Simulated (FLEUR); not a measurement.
## Several settings converged on WC (P3m1, 2 atoms in the cell)

```yaml
crystal:
  lattice:
    - [1.46227, -2.53274, 0.00000]
    - [1.46227, 2.53274, 0.00000]
    - [0.00000, 0.00000, 2.85420]
  atoms:
    - { symbol: W, position: [0.00000, 0.00000, 0.01752] }
    - { symbol: C, position: [0.33333, 0.66667, 0.50000] }
```

Base method: LDA (Perdew-Zunger), all-electron FLAPW (FLEUR), scalar-relativistic valence in FLEUR.

Base settings: Kmax = 4.3 1/bohr; GmaxXC = 12.9 1/bohr; xcFunctional = pz; jspins = 1; l_soc = F; mode = hist; fermiSmearingEnergy = 0.00367493 Htr; mesh (inpgen div1-3) = 6 6 5; inpgen gamma flag = true; Gmax = 12.9 1/bohr.

**Shifted k-point meshes**

In this ladder: kpt_gamma = false.

Only quantities that move along the ladder and can be compared are tabulated.

```csv
kpt_div,free energy less the last step's (meV/atom)
2 2 2,-302.17
6 6 6,0.02
14 14 12,0.17
20 20 18,0.00
```

Coarsest kpt_div that holds the free energy within 0.5 meV/atom of the last step, with all finer ones: 6 6 6; the step before is off by 300 meV/atom.

**The k-point mesh at a smearing width of 0.05 eV**

In this ladder: fermiSmearingEnergy = 0.00183747 Htr. Moved along: kpt_gamma.

The second cell is the first with its lattice scaled by 0.98.

Only quantities that move along the ladder and can be compared are tabulated.

```tsv
kpt_div	free energy less the last step's (meV/atom)	energy of the compressed cell less the first (meV/atom)
5 5 4	23.17	-10.60
7 7 6	4.49	-9.60
10 10 9	-1.77	-11.49
17 17 15	0.00	-11.97
```

Coarsest kpt_div that holds the free energy within 5 meV/atom of the last step, with all finer ones: 7 7 6; the step before is off by 23 meV/atom.

Coarsest kpt_div that holds the energy of the compressed cell less the first within 2 meV/atom of the last step, with all finer ones: 10 10 9; the step before is off by 2.4 meV/atom.

On the base run: the starting cell has typed, rounded lattice constants, without a prior relaxation at this level. Its lattice was rescaled by up to half a per cent. One atom was moved a little off its site on purpose. Spin polarisation is off. Values depend on the basis (sphere radii, cutoffs, local orbitals), which need not be converged.
